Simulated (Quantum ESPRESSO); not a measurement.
A user runs Quantum ESPRESSO on Bi2Se3 (R-3m, 5 atoms in the cell) and asks whether the run is sound. The aim is a self-consistent single point with DFT, PBE, plane waves, GBRV 1.5 ultrasoft (PBE) pseudopotentials.

Cell that was meant: a = 10.3682 Å, b = 10.3682 Å, c = 10.3682 Å, α = 23.56°, β = 23.56°, γ = 23.56°.

Part of the input:

```fortran
   occupations = 'smearing'
   smearing = 'fd'
   degauss = 0.00147
   tot_charge = 1
/
&ELECTRONS
   conv_thr = 1.0d-10
```

Output (repeated stretches shortened):

```
     Message from routine setup:
     using ibrav=0 with symmetry is DISCOURAGED, use correct ibrav instead
     G-vector sticks info
   [... lines left out ...]
        k(    2) = (   0.0000000  -0.5656197   0.0685999), wk =   0.0960000
        k(    3) = (   0.0000000  -1.1312395   0.1371998), wk =   0.0960000
   [... 16 lines left out ...]

     Dense  grid:    50257 G-vectors     FFT dimensions: (  90,  90,  90)

     Smooth grid:    36065 G-vectors     FFT dimensions: (  80,  80,  80)

     Initial potential from superposition of free atoms

     starting charge      45.9997, renormalised to      47.0000

     negative rho (up, down):  8.289E-02 0.000E+00
     Self-consistent Calculation

     iteration #  1     ecut=    40.00 Ry     beta= 0.30

     negative rho (up, down):  8.140E-02 0.000E+00

     total energy              =    -501.63172218 Ry
     estimated scf accuracy    <       1.12257861 Ry

     iteration #  2     ecut=    40.00 Ry     beta= 0.30

     negative rho (up, down):  8.087E-02 0.000E+00

     total energy              =    -501.70529344 Ry
     estimated scf accuracy    <       2.13390637 Ry

     iteration #  3     ecut=    40.00 Ry     beta= 0.30

     negative rho (up, down):  8.030E-02 0.000E+00

     total energy              =    -501.92297752 Ry
     estimated scf accuracy    <       0.06637378 Ry

   [... 9 blocks of this kind left out ...]

     iteration # 13     ecut=    40.00 Ry     beta= 0.30

     negative rho (up, down):  8.075E-02 0.000E+00

     total energy              =    -501.93207792 Ry
     estimated scf accuracy    <          2.5E-09 Ry

     iteration # 14     ecut=    40.00 Ry     beta= 0.30

     negative rho (up, down):  8.075E-02 0.000E+00
     End of self-consistent calculation

     the Fermi energy is     5.7837 ev

!    total energy              =    -501.93207792 Ry
     estimated scf accuracy    <          4.4E-11 Ry
     smearing contrib. (-TS)   =      -0.00054303 Ry
     internal energy E=F+TS    =    -501.93153490 Ry

     convergence has been achieved in  14 iterations

     negative rho (up, down):  8.075E-02 0.000E+00

     Forces acting on atoms (cartesian axes, Ry/au):

     atom    1 type  1   force =    -0.00000000   -0.00000000    0.00709397
     atom    2 type  1   force =     0.00000000    0.00000000   -0.00709397
     atom    3 type  2   force =    -0.00000000    0.00000000    0.00000000
     atom    4 type  2   force =     0.00000000    0.00000000    0.00816759
   [... lines left out ...]
     Total force =     0.015299     Total SCF correction =     0.000012
   [... lines left out ...]

     negative rho (up, down):  8.075E-02 0.000E+00
          total   stress  (Ry/bohr**3)                   (kbar)     P=     -151.80
  -0.00102524  -0.00000000   0.00000000         -150.82       -0.00        0.00
  -0.00000000  -0.00102524   0.00000000           -0.00     -150.82        0.00
  -0.00000000  -0.00000000  -0.00104530           -0.00       -0.00     -153.77

   JOB DONE.
```

Task: Can these results be used? Check the input.

Result: The run is not sound. The fault is an unintended net charge. A charged periodic cell changes the electron count and is neutralised by a uniform background, so energy, forces and pressure belong to another system. To fix it, remove the charge. The run converged in 14 iterations without an error; against the sound input the pressure goes from -1.88 to -15.18 GPa, the largest force goes from 0.271 to 0.210 eV/Å and no clean gap remains on the mesh (levels overlap or are partly filled), against 0.45 eV before.

The sound input it was made from differs as follows (other fixes are possible):
```diff
-   tot_charge = 1
```

With that input, the run converged in 15 iterations: free energy E − TS -6823.1717 eV; top of the valence band (on the code's own zero) 6.36 eV; gap on the k-point mesh 0.45 eV; pressure -1.88 GPa; largest force (vector length) 0.271 eV/Å (DFT, PBE, plane waves, GBRV 1.5 ultrasoft (PBE) pseudopotentials).

On the sound input: the starting cell comes from a database of computed structures (which also holds hypothetical and non-ambient phases and stackings), without a prior relaxation at this level. Its lattice was rescaled by a random factor within 2.5 % of one. Spin-orbit coupling is off.
